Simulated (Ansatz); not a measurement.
An Ansatz (a first-principles code) run: Ge with a change (uniaxial strain ε_xx = +1.88 %); PBEsol, PAW, 420 eV (Ansatz; without spin-orbit coupling), earlier PAW set.

Input:

Ansatz 0.2 input:
```yaml
crystal:
  lattice:
    - [0, 2.8380619335, 2.8380619335]
    - [2.8914174978, 0, 2.8380619335]
    - [2.8914174978, 2.8380619335, 0]
  atoms:
    - { symbol: Ge, position: [0.5, 0.5, 0.5] }
    - { symbol: Ge, position: [0.75, 0.75, 0.75] }
basis: { ecutwfc: 420, ecutrho_ratio: 4, xc_grid: 2, fft_grid_basis: typed }
kpoints: { mp_grid: { grid: [14, 14, 14] } }
hamiltonian:
  xc: pbesol
  dispersion: none
  pseudopotentials: { azcp: { folder: ./paw }, kind: paw }
scf: { occupations: { method: fermi_dirac, width: 0.05 }, convergence: { dr2_threshold: 0.0000000002 } }
relax: { f_tol: 0.005, max_steps: 50 }
output: { forces: true, stress: true }
checkpoint: { write: state.ck, write_every: 1000 }
```

Output (explanatory and most iteration lines left out):

```
Relaxation: its limit of steps is 50 (relax.max_steps)
Pseudopotential: Ge, paw, valence charge 14
Crystal: 2 atoms, lattice volume = 46.578 Å³
Basis set: ecut = 420 eV, 909 PW (Γ), exchange–correlation on 54×60×60 points (8 copies of the dense FFT grid, shifted against one another)
Bands: 18, of which v1, the nominal top of the filled ones, is band 14 counted from 1 (13 counted from 0)
Symmetry: 16 space group operations
Space group: I41/amd (ITA 141), of the structure as read, at distance tolerance 3.6e-5 Å
k-points: 244 of 2744
Functional: x = pbesol(κ = 0.804, μ = 0.12345679012345678), c = pbesol(β = 0.046)
SCF iter   1: F=—  HF=-8507.068394 eV  |F-HF|=—  |Δ(HF+E_count)|=         —  Δρ=3.40e-2  dr2=4.29e-1  ethr=3.10e-3  ⟨swp⟩=5.9  Hψ=20458  notcnv=0
SCF iter   2: F=—  HF=-8507.042595 eV  |F-HF|=—  |Δ(HF+E_count)|=   2.58e-2  Δρ=2.22e-2  dr2=2.14e-1  ethr=1.53e-3  ⟨swp⟩=1.7  Hψ=6564  notcnv=0
SCF 1 converged in 10 iterations: F = -8507.001587 eV  dr2 = 4.48e-12
relax step   1: F+E_penalty+E_count = -8507.00158714 eV  Δ(F+E_penalty+E_count) = +0.000e0 eV  max|allowed force component| = 5.551e-17 eV/Å  Δτ_max = 0.0000 Å  (10 SCF iters, accepted)
SCF converged after 10 iterations
Free energy (F): -8507.001587 eV
Internal energy: -8507.000923 eV  (E = F + TS)
E sigma→0 (E₀):  -8507.001255 eV
Entropy (-TS):   -0.000664 eV (-0.332 meV/atom)
Fermi energy:    8.045233 eV
--- Forces (eV/Å), atoms counted from 1 ---
  atom   1  Ge     0.00000000    -0.00000000     0.00000000
  atom   2  Ge     0.00000000    -0.00000000    -0.00000000
--- Stress (GPa, compression-positive) ---
       -2.081628       0.000000       0.000000
        0.000000      -0.757743      -0.000000
        0.000000       0.000000      -0.757743
  P = ⅓ Tr σ = -1.1990 GPa (-11.990 kbar)
--- Relaxed structure (1 steps of the walk, 1 accepted, 0 SCFs on fresh bases) ---
  atoms:
    - { symbol: Ge, position: [0.5, 0.5, 0.5] }
    - { symbol: Ge, position: [0.75, 0.75, 0.75] }
```

No phonon test of stability was made. The cell was made from Ge in the diamond structure (space group Fd-3m, No. 227) by this change: uniaxial strain ε_xx = +1.88 %.
